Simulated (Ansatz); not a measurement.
Start from Sb (space group I4_132, No. 214; a = 7.982 Å; a hypothetical phase, not in the database extracts checked; relaxed with 0.1 eV smearing). Axes: x, y, z lie along the cube axes.

Perturbation: compressive biaxial strain of 2.51 % in the plane normal to [110], as in epitaxy on a mismatched substrate; the out-of-plane cell vector and the atoms relax.

Levels (all Ansatz, a first-principles code, PAW): PBEsol (420 eV, scalar-relativistic without spin-orbit coupling); r2SCAN (500 eV, without spin-orbit coupling).

The geometry is relaxed with PBEsol.

| Item | Value |
|---|---|
| PBEsol pressure | 0.0 GPa |

Q: What does r2SCAN give at this geometry for the pressure?

A: The pressure goes from zero to 0.2 GPa.

Single points use the geometry relaxed with PBEsol. Their cutoffs differ, which shifts pressures a little. Whether these cells are dynamically stable was not tested.
